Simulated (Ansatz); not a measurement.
# InP (space group P4_2/mnm, No. 136; a hypothetical phase, not in the database extracts checked)

```yaml
crystal:
  lattice:
    - [7.17503, 0.00000, 0.00000]
    - [0.00000, 7.17503, 0.00000]
    - [0.00000, 0.00000, 4.16265]
  atoms:
    - { symbol: In, position: [0.32180, 0.67820, 0.00000] }
    - { symbol: In, position: [0.67820, 0.32180, 0.00000] }
    - { symbol: In, position: [0.82180, 0.82180, 0.50000] }
    - { symbol: In, position: [0.17820, 0.17820, 0.50000] }
    - { symbol: P, position: [0.31931, 0.31931, 0.00000] }
    - { symbol: P, position: [0.68069, 0.68069, 0.00000] }
    - { symbol: P, position: [0.18069, 0.81931, 0.50000] }
    - { symbol: P, position: [0.81931, 0.18069, 0.50000] }
```

Calculations: Ansatz (a first-principles code), PBEsol, PAW, cutoff 420 eV, without spin-orbit coupling. k-mesh 5×5×8 (Γ-centred); smearing 0.05 eV (Fermi–Dirac).

| Property | Result |
|---|---|
| Volume per atom | 26.79 Å³ |
| Density | 4.52 g/cm³ |
| Band gap | 0.71 eV (uncertain: the edges found on the path are not clean extrema) |
| Total energy | -3132.865 eV/atom (σ→0; compares only within this code and set-up) |

No phonon test of stability was made.
